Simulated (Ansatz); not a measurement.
Defect: N-vacancy pair (N on one host O site, one O site vacant) in alpha quartz, charge state +1. Level of theory: PBE, PAW (plane waves to 420 eV; Ansatz, a program for electronic structure).

Settings: 72 host sites, the relaxed PBE lattice, the Γ point alone, smearing 0.01 eV, spin-restricted, no image-charge correction. Energies are static. The charge state is imposed; whether it is stable for some Fermi level was not computed. Forms of the defect that were not tried may lie lower. The start lies 0.71 eV above the lowest site run (PBE).

Barriers: single points on a 2×2×2 k-point mesh shifted by half a step along c at the bands' geometries.

Relaxed starting cell (atoms counted from 1):

```xyz
71
Lattice="10.0423 0.0000 0.0000 -5.0211 8.6968 0.0000 0.0000 0.0000 11.0190" Properties=species:S:1:pos:R:3 pbc="T T T"
Si    -1.2298     2.0446     1.8368
Si    -1.1719     2.0591     7.3709
Si    -3.7507     6.4292     1.8471
Si    -3.6895     6.2991     7.2321
Si     3.8572     2.0619     1.8361
Si     3.8291     2.2093     7.2883
Si     1.3319     6.3487     1.8651
Si     1.3039     6.4606     7.3083
Si     1.2695     2.8099     0.4927
Si     1.2863     2.2912     5.4853
Si    -1.1669     6.5698     0.0671
Si    -1.1696     6.6554     5.4120
Si     6.3263     2.2784    -0.0083
Si     6.3644     2.2593     5.5112
Si     3.8082     6.6457     0.0022
Si     3.8142     6.6061     5.4740
Si     2.3505     0.0196     3.6373
Si     2.7865    -0.3740     8.9065
Si    -0.1692     4.2938     3.6192
Si    -0.0949     4.3762     9.1592
Si     7.3826    -0.0458     3.6764
Si     7.4010     0.0187     9.1828
Si     4.9310     4.3191     3.6776
Si     4.8990     4.3760     9.1881
N      0.2997     1.7871     1.2283
O      0.2732     1.8086     6.6671
O     -2.3027     6.1814     1.1284
O     -2.2362     6.1123     6.5461
O      5.2601     1.7360     1.1037
O      5.2610     1.8471     6.6526
O      2.7528     6.0935     1.1205
O      2.7369     6.1677     6.6124
O      0.7770     3.6645     4.7868
O      0.9672     3.7853    10.2657
O     -1.6955     8.0493     4.7718
O     -1.5937     8.0028    10.3056
O      5.9109     3.6497     4.7965
O      5.7904     3.6627    10.3340
O      3.3855     7.9968     4.7665
O      3.2712     8.0209    10.3513
O      3.2654     0.6874     2.4626
O      3.3029     0.8309     8.0773
O      0.8126     4.8849     2.4153
O      0.7830     5.0811     7.9959
O      8.2082     0.6656     2.4883
O      8.4108     0.6702     8.0805
O      5.8262     5.0274     2.5188
O      5.9027     4.9806     8.0389
O      2.8668     2.6947     0.6653
O      2.7409     2.5894     6.1674
O      0.2524     6.8796     0.7548
O      0.2205     6.9611     6.1975
O      7.7435     2.5733     0.6998
O      7.7874     2.5284     6.2516
O      5.2454     6.9196     0.7046
O      5.2582     6.8556     6.1982
O      1.4162     1.1198     4.3745
O     -1.0085     5.5362     4.2535
O     -1.0656     5.4726     9.8912
O      6.4340     1.0375     4.4421
O      6.4352     1.1507     9.8331
O      3.9506     5.4071     4.3864
O      3.9786     5.5415     9.8334
O     -1.2089     3.2098     3.0214
O     -1.0187     3.2095     8.5259
O     -3.6163     7.5625     2.9986
O     -3.4711     7.4984     8.3986
O      3.9921     3.1712     3.0124
O      3.8985     3.3257     8.4470
O      1.4359     7.4448     3.0577
O      1.4114     7.6198     8.4517
```
Cell charge +1.

End state 1 differs by these moves (Å; atoms that move under 0.15 Å are left out):

```
atom  element     Δx     Δy     Δz
----  -------  -----  -----  -----
1          Si  -0.48   0.19   0.25
6          Si  -0.02  -0.20   0.09
9          Si   0.54  -0.30  -1.01
18         Si  -0.39   0.34   0.25
19         Si   0.18   0.13   0.09
25          N   1.11  -0.63  -2.48
42          O   0.09  -0.27  -0.10
43          O   0.13   0.16   0.13
48          O  -0.16  -0.01  -0.10
64          O   0.29   0.07  -0.10
69          O  -0.07  -0.17   0.13
70          O  -0.07   0.16  -0.10
```

Give the forward and backward barriers to end state 1 at the level PBE, PAW.

forward 2.00 eV, backward 2.00 eV; at the saddle point atom 25 has neighbours Si at 1.67, Si at 2.07, Si at 2.09 Å. The saddle point's order was not checked, and it lies on a symmetry element of the cell, where a band can be held.
